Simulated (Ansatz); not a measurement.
**Bulk modulus B0 of rutile IrO2 at several levels of theory**

No measured value is used here.

| level (code) | value (GPa) | cell (Å³/atom) |
|---|---|---|
| LDA (Ansatz) | 313 | 10.28 |
| PBE (Ansatz) | 262 | 10.87 |
| PBEsol (Ansatz) | 291 | 10.51 |

Density-functional levels without +SOC have no spin–orbit coupling. Each level is taken at its own relaxed cell. Ansatz's density-functional and Hartree–Fock values are scalar-relativistic unless marked +SOC, with PAW data made under PBE.

Ansatz is a first-principles code.
